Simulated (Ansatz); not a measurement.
Results of r²SCAN (PAW; Ansatz, an electronic-structure program) for TaRu (P4/mmm, No. 123, 2 atoms in the cell; start mp-1217908).

Settings: plane-wave cutoff 560 eV, 20×20×14 k mesh (along the axes of the cell as run), Fermi–Dirac smearing 0.05 eV, no spin polarisation, scalar-relativistic PAW data made under PBE.

Cell (relaxed at this level):

```cif
data_RuTa
_chemical_formula_sum 'Ta1 Ru1'
_space_group_name_H-M_alt 'P4/mmm'
_space_group_IT_number 123
_space_group_name_Hall '-P 4 2'
_cell_length_a 3.04425
_cell_length_b 3.04425
_cell_length_c 3.39426
_cell_angle_alpha 90.000
_cell_angle_beta 90.000
_cell_angle_gamma 90.000
loop_
_atom_site_label
_atom_site_type_symbol
_atom_site_symmetry_multiplicity
_atom_site_Wyckoff_symbol
_atom_site_fract_x
_atom_site_fract_y
_atom_site_fract_z
_atom_site_occupancy
Ta1 Ta 1 d 0.50000 0.50000 0.50000 1
Ru1 Ru 1 a 0.00000 0.00000 0.00000 1
```

What does this level give for the bulk modulus?


- bulk modulus = 271 GPa

Note: the run has no spin polarisation, so it can have missed a magnetic state; the bulk modulus is −V dP/dV from two relaxed cells at ±2 % in volume; the relaxation could not lower the start's symmetry, so the cell can be a saddle point above a distorted one.

Spin–orbit coupling is not included.

Static lattice: no zero-point or thermal effects.

Computing time: around 13 core-minutes (rough).

A start named mp-… is a Materials Project structure, which need not be a measured phase.
